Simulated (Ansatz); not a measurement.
## A computed series for SiC: response to strain

The parent structure is SiC (space group P6_3mc, No. 186).

```
CELL_PARAMETERS angstrom
      3.05845     0.00000     0.00000
     -1.52923     2.64870     0.00000
      0.00000     0.00000    10.01200
ATOMIC_POSITIONS crystal
  Si 0.00000 0.00000 0.50031
  Si 0.00000 0.00000 0.00031
  Si 0.33333 0.66667 0.25025
  Si 0.66667 0.33333 0.75025
  C  0.00000 0.00000 0.31286
  C  0.00000 0.00000 0.81286
  C  0.33333 0.66667 0.06221
  C  0.66667 0.33333 0.56221
```

Cartesian axes are those of the cell as printed.

Strains are applied to the cell and any free atomic positions relax.

All numbers come from LDA, PAW, 420 eV (Ansatz, a program for electronic structure; no SOC).

Notes on the quantities. energy relative to the base: free energy F.

```csv
change,band gap,volume per atom,smallest direct gap,energy relative to the base
base,2.18 eV,10.14 Å³,3.31 eV,0 meV/atom
uniaxial strain ε_zz = +0.75 %,2.13 eV,10.21 Å³,3.28 eV,+1.0 meV/atom
uniaxial strain ε_zz = +1.50 %,2.08 eV,10.29 Å³,3.25 eV,+3.9 meV/atom
uniaxial strain ε_zz = +2.25 %,(withheld),10.37 Å³,(withheld),(withheld)
uniaxial strain ε_zz = +3.00 %,1.99 eV,10.44 Å³,3.19 eV,+15 meV/atom
```

Question: Complete the table.

Answer: 
- uniaxial strain ε_zz = +2.25 %, band gap: 2.03 eV
- uniaxial strain ε_zz = +2.25 %, smallest direct gap: 3.22 eV
- uniaxial strain ε_zz = +2.25 %, energy relative to the base: +8.7 meV/atom

No phonon test of stability was made.
